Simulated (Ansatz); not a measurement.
Consider CsCl in the CsCl type structure (space group Pm-3m, No. 221; a = 4.140 Å). Axes: x, y, z lie along the cube axes.

All numbers come from r2SCAN (Ansatz, a first-principles code; PAW; 500 eV plane waves; no spin-orbit coupling).

For the base:

Valley order: Γ 5.91 eV; M along ⟨110⟩ 6.56 eV

The change: compressive biaxial strain of 0.56 % in the plane normal to [001], as in epitaxy on a mismatched substrate; the out-of-plane cell vector and the atoms relax.

Question: What does the calculation give for the valley order after the change?

Answer: The valley order (the lowest conduction-band minima on the path, energy above the VBM, named in the base's zone) goes from Γ 5.91 eV; M along ⟨110⟩ 6.56 eV to Γ 5.88 eV; M along [011] 6.55 eV; M along [110] 6.57 eV.

The levels and masses belong to the bands next to the band gap. Whether these cells are dynamically stable was not tested.
